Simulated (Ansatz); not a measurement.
The cell is built on a prototype and need not be the phase stable at ambient conditions.

Inside the gap of an insulator the Bloch states are evanescent, with a wavenumber k + iκ along the transport direction.

Here is the system:

```
LiF
1.0
    4.79669     0.00000     0.00000
    0.00000     4.82102     0.00000
    0.00000     2.41051     1.39171
Li F
2 2
Cartesian
  0.00000   0.00000   0.00000
  2.39834   0.00000   0.00000
  3.59752   3.21401   0.00000
  1.19917   4.01752   1.39171
```

Space group of this cell: P6_3/mmc, NiAs type. The cell was relaxed by PBE-D3(BJ); by r2SCAN its mean pressure is -0.6 GPa.

Transport runs along the normal of the first two printed cell vectors.

The gap is the functional's own. No spin-orbit coupling. Mid-gap values are interpolated on the energy grid.

Question: Compute, with r2SCAN (Ansatz, an electronic-structure program), the band gap and the smallest decay constant κ at mid-gap.

Answer: Gap 10.11 eV on a 6×22×22 mesh; κ = 0.662 1/Å, at (0.000, 0.167) of the in-plane reciprocal vectors. At the zone centre, at the nearest computed energy, the slowest state has κ = 0.66 1/Å.
